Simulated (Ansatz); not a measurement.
This concerns the energy of one form of AlN over another. The value is E(A) − E(B), in meV per atom.

A: AlN (wurtzite, P6₃mc), 4 atoms in the cell, k-point mesh 12×12×8 on the run's own vectors.
```xyz
4
Lattice="3.1298 0.0000 0.0000 -1.5649 2.7105 0.0000 0.0000 0.0000 5.0174" Properties=species:S:1:pos:R:3 pbc="T T T"
Al     1.5649     0.9035     2.5101
Al     0.0000     1.8070     0.0014
N      1.5649     0.9035     4.4244
N      0.0000     1.8070     1.9157
```

B: AlN (zinc blende, F-43m), 2 atoms in the cell, k-point mesh 14×14×14 on the run's own vectors.
```xyz
2
Lattice="0.0000 2.2013 2.2013 2.2013 0.0000 2.2013 2.2013 2.2013 0.0000" Properties=species:S:1:pos:R:3 pbc="T T T"
Al     0.0000     0.0000     0.0000
N      1.1006     1.1006     1.1006
```

Computed with Ansatz (plane waves, PAW), its PAW set soft_1, cutoff 420 eV, 500 eV for r2SCAN. The structures are at rest with PBE; other levels are single points on them. HSE06 runs on coarser k-point meshes, mended by the PBE difference between the two meshes. Neutral cells; Fermi-Dirac smearing of at most 0.05 eV in the solids, energies taken to zero width. The lattices are those relaxed with PBE, so at other levels the solids can be strained, which adds to the spread. A dispersion term (D3(BJ), or D4 for r2SCAN) was computed beside these levels and is taken off wherever the name lacks it. Static lattices, no vibrational contributions.

Q: Estimate the value that HSE06 returns for this input.

A: -26 meV/atom for A less B, so AlN (wurtzite, P6₃mc) (A) lies lower.

Q: How does the value move with the functional?

A: 
| Functional | value (meV/atom) | less HSE06 |
|---|---|---|
| r2SCAN | -24 | 2 |

The levels span only 2 meV/atom, too little to tell them apart.

Ansatz is a program for electronic structure.
